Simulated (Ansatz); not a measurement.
Here is the system:

```yaml
crystal:
  lattice:
    - [0.00000, 2.09402, 2.09402]
    - [2.09402, 0.00000, 2.09402]
    - [2.09402, 2.09402, 0.00000]
  atoms:
    - { symbol: Mg, position: [0.00000, 0.00000, 0.00000] }
    - { symbol: O, position: [0.50000, 0.50000, 0.50000] }
```

The numbers are results of r2SCAN, rigid bands (plane waves, PAW, scalar-relativistic; Ansatz, a first-principles code), not measurements. Condition of this run: hydrostatic pressure 2 GPa (the target of the relaxation). Cell: cell and atoms relaxed with r2SCAN, then loaded as said.

Problem. Predict the hole conductivity mass (n e² τ/σ) at 300 K, by direction if it differs.

Solution. 2.3 mₑ.

Problem. What conductivity effective mass do dilute electrons have at 300 K?

Solution. 0.38 mₑ.

Problem. And the band gap?

Solution. 5.80 eV at this level; semilocal functionals usually fall short of the measured gap.

Rigid bands, one relaxation time for all states, no polarons. Spin-orbit coupling is left out.
